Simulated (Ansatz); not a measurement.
# AlN: energy against strain

AlN (zinc blende, F-43m, 10.430 Å³/atom at rest) under an equal strain ε in the (111) plane with the normal axis free, as in a coherent film. r2SCAN in Ansatz, a plane-wave DFT program (PAW, default set), 500 eV, 13×13×13 Γ-centred mesh, Fermi-Dirac smearing 0.05 eV; ions are relaxed within the symmetry of each cell.

Here s stands for strain and y for E less E0.

| strain (%) | E less E0 (meV/atom) |
|---|---|
| -2.50 | ? |
| -1.25 | 5.48 |
| -0.83 | 2.40 |
| -0.42 | 0.61 |
| 0.00 | 0.00 |
| 0.42 | 0.59 |
| 0.83 | 2.31 |
| 1.25 | 5.19 |

**Question.** Using a parabola, estimate the missing y at s = -2.50 from the other rows, showing the fit.

**Answer.** Least squares gives y = 0.000 - 0.0918·s + 3.4153·s². Residuals (row less fit): 0.029, -0.029, -0.031, 0.000, 0.026, 0.033, -0.032; standard error 0.037 (degrees of freedom: 4). Twice the quadratic coefficient over the volume, 2 × 3.4153 meV × 10⁴ × 0.1602 / 10.430 Å³, is twice the biaxial elastic modulus of this plane = 1049 ± 7 GPa. At the withheld row, y = 0.000 - 0.0918 × (-2.50) + 3.4153 × (-2.50)² = 21.575 meV/atom. The calculation gives 22.51 meV/atom, 0.935 meV/atom above the prediction (4.2 % of the range of y in the table). The row lies outside the fitted rows, so this is an extrapolation. From the scatter of the fitted rows alone, a prediction at this place has a standard error of 0.141 meV/atom, so the miss is 6.6 times that.

One order more, fitted to all 13 runs of the series, follows each within 0.01, so the miss is the next term of a smooth law. AlN is here a metastable form; wurtzite is the usual one. Rows are the converged runs of the series near zero and its far end; series whose fitted rows scatter by over a few per cent of the range, as at a crossing or softening among them, aren't shown in this form. Most that stay on the fit to the last digits aren't either.
